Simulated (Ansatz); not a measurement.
The starting structures come from a database of crystals and need not be the phases stable at ambient conditions.

Consider the following.

```
CdMgTe2
1.0
    4.61362     0.00000     0.00000
    0.00000     6.49047     0.00000
    0.00000     0.00000     4.61362
Mg Cd Te
1 1 2
Direct
  0.50000   0.50000   0.50000
  0.00000   0.00000   0.00000
  0.50000   0.74455   0.00000
  0.00000   0.25545   0.50000
```

Space group of this cell: P-4m2. The cell is taken as given; by PBEsol its mean pressure is -0.9 GPa.

The numbers are results of PBEsol (plane waves, PAW; Ansatz, a program for electronic structure), not measurements.

The current runs along the normal of the first two printed vectors; no spin-orbit coupling. Scaled by the factor s: all lengths (ions clamped). The meshes follow the cell: 8×6×8 and 8×6 across at s = 0.98, 8×6×8 and 8×6 across at s = 1.00, 6×6×6 and 6×6 across at s = 1.02.

| s | mean pressure (GPa) | slowest mid-gap decay constant κ (1/Å) |
|---|---|---|
| 0.98 | 1.6 | 0.106 |
| 1.00 | -0.9 | 0.096 |
| 1.02 | -2.7 | ? |

Take the slope of the slowest mid-gap decay constant κ against ln s from the two given rows, extrapolate to s = 1.02, and say what the run there gives.

Slope = (0.106 − 0.096) / ln 0.98 = -0.495 1/Å. The line gives 0.096 + (-0.495) × ln 1.02 = 0.086 1/Å. The run gives 0.086 1/Å, as the line does.
